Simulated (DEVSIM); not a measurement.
Structure: Schottky contact on p-type Si, at 300 K.

```csv
layer (left to right),material,thickness (μm),Na (cm⁻³),τn (s),τp (s)
1,Si,15.0,2e17,8.5e-6,8.5e-6
```

Left contact: Schottky, work function 4.634 eV, emission velocity 9.2e6 cm/s. Right contact: ohmic. Voltage is applied to the left contact. Recombination: SRH at mid-gap, radiative, Auger. Mobility is μmin + (μ − μmin)/(1 + (N/Nref)^α).

This is a model device: material constants are rounded textbook-type values typed into the input, and sizes, dopings and lifetimes were drawn at random. Values at 300 K.

```
parameter           Si
-------------  -------
gap (eV)         1.124
affinity (eV)     4.05
permittivity      11.7
Nc (cm⁻³)      2.86e19
Nv (cm⁻³)       3.1e19
μn (cm²/Vs)       1417
μp (cm²/Vs)        470
μn,min              52
μp,min              45
Nref,n          9.7e16
Nref,p          2.2e17
αn                0.68
αp                0.72
B (cm³/s)      4.7e-15
Cn (cm⁶/s)     2.8e-31
Cp (cm⁶/s)     9.9e-32
```

Model (solved in DEVSIM): 1D drift-diffusion, Boltzmann statistics, complete ionisation; no tunnelling, impact ionisation, image-force lowering or self-heating. Metal contacts follow the ideal Schottky-Mott rule: no Fermi-level pinning, no interface dipoles.

Q: Tabulate band edges, carrier densities and field at zero bias.

A: Energies count from the Fermi level of the right contact; mesh points crowd at the junctions.

```tsv
x (μm)	Ec (eV)	Ev (eV)	n (cm⁻³)	p (cm⁻³)	field (V/cm)
0.000	0.584	-0.540	4.4e9	2.6e10	150000
0.01516	0.782	-0.342	2100000	5.6e13	110000
0.04251	0.963	-0.161	1900	6.0e16	28000
0.08443	0.993	-0.131	590	2.0e17	440
0.1926	0.994	-0.130	580	2.0e17	≈ 0
0.3291	0.994	-0.130	580	2.0e17	≈ 0
0.5513	0.994	-0.130	580	2.0e17	≈ 0
1.125	0.994	-0.130	580	2.0e17	≈ 0
1.849	0.994	-0.130	580	2.0e17	≈ 0
3.027	0.994	-0.130	580	2.0e17	≈ 0
5.154	0.994	-0.130	580	2.0e17	≈ 0
9.130	0.994	-0.130	580	2.0e17	≈ 0
11.55	0.994	-0.130	580	2.0e17	≈ 0
12.89	0.994	-0.130	580	2.0e17	≈ 0
13.91	0.994	-0.130	580	2.0e17	≈ 0
14.37	0.994	-0.130	580	2.0e17	≈ 0
14.62	0.994	-0.130	580	2.0e17	≈ 0
14.78	0.994	-0.130	580	2.0e17	≈ 0
14.90	0.994	-0.130	580	2.0e17	≈ 0
14.95	0.994	-0.130	580	2.0e17	≈ 0
14.98	0.994	-0.130	580	2.0e17	≈ 0
15.00	0.994	-0.130	580	2.0e17	≈ 0
```
